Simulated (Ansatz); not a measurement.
The starting structures come from a database of crystals and need not be the phases stable at ambient conditions.

Consider the following.

```
CELL_PARAMETERS angstrom
      6.47894     0.00000     0.00000
     -2.45253     5.99681     0.00000
      2.01321     2.99841     5.35342
ATOMIC_POSITIONS crystal
  Rb 0.23475 0.23475 0.00000
  Rb 0.48475 0.98475 0.50000
  H  0.83962 0.75758 0.63816
  H  0.39574 0.47778 0.36184
  H  0.72778 0.14574 0.86184
  H  0.00758 0.58962 0.13816
  P  0.75146 0.75146 0.00000
  P  0.00146 0.50146 0.50000
  O  0.01274 0.45514 0.27252
  O  0.72766 0.28526 0.72748
  O  0.53526 0.47766 0.22748
  O  0.70514 0.76274 0.77252
  O  0.02603 0.75641 0.44220
  O  0.19861 0.46823 0.55780
  O  0.71823 0.94861 0.05780
  O  0.00641 0.77603 0.94220
```

Space group of this cell: Fdd2. The cell is taken as given; by PBEsol its mean pressure is 2.8 GPa.

Transport runs along the normal of the first two printed cell vectors.

The gap is the functional's own. No spin-orbit coupling. Mid-gap values are interpolated on the energy grid.

### Question
Give the band gap and the smallest decay constant κ at mid-gap that PBEsol in Ansatz (a quantum-chemistry and plane-wave program) yields.

### Answer
Gap 5.51 eV on a 6×6×6 mesh; κ = 0.496 1/Å, at the zone centre.
